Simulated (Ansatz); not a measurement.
## TiAl3 under a change: pressure 2.1 GPa

Start from TiAl3 (space group I4/mmm, No. 139; a = 3.8242 Å, c = 8.5606 Å).

Perturbation: a hydrostatic pressure of 2.1 GPa.

All numbers come from r2SCAN in Ansatz (plane waves to 500 eV, PAW, no SOC). Settings: 17×17×17 k-points, 0.05 eV Fermi–Dirac smearing.

The volume per atom decreases by 0.27 Å³ to 15.38 Å³ and the lattice parameter a decreases by 0.022 Å (3.824 Å → 3.802 Å). The c/a ratio stays essentially unchanged (2.239 against 2.238) and the enthalpy H = E + PV relative to the base's energy amounts to +0.20 eV/atom. The band gap stays zero.

Final structure:

```
TiAl3
1.0
   -1.90118     1.90118     4.25404
    1.90118    -1.90118     4.25404
    1.90118     1.90118    -4.25404
Al Ti
3 1
Direct
  0.50000   0.50000   0.00000
  0.75000   0.25000   0.50000
  0.25000   0.75000   0.50000
  0.00000   0.00000   0.00000
```

Load acts through the strain it causes; cell and atoms are relaxed under it. No phonon test of stability was made. The final runs are not spin-polarised.

Ansatz is a program for electronic structure.
